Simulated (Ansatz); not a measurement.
# Al₂O₃ (space group Cc, No. 9; a hypothetical phase, not in the database extracts checked)

Space group Cc (No. 9); a = 9.8224 Å, b = 5.5302 Å, c = 5.6986 Å, α = γ = 90.00°, β = 122.85°

```csv
atom,site,symmetry,x,y,z
Al,4a,1,0.0822,0.0766,0.5173
Al,4a,1,0.2439,0.5558,0.4922
O,4a,1,0.1622,0.1429,0.8847
O,4a,1,0.3727,0.4963,0.3635
O,4a,1,0.0974,0.3368,0.3673
```
(The calculation used a cell of 10 atoms; values per cell refer to that cell.)

Computed with PBE/PAW in Ansatz (an electronic-structure program), no spin-orbit coupling. Settings: 7×7×7 k-points, 0.05 eV Fermi–Dirac smearing.

Volume per atom: 13.00 Å³
Density: 2.60 g/cm³
Band gap: 3.93 eV, indirect, Γ–C (14 % along) → Γ
Lowest conduction-band minima above the VBM: Γ 3.93 eV
Total energy: -556.864 eV/atom (σ→0; compares only within this code and set-up)

Whether these cells are dynamically stable was not tested.
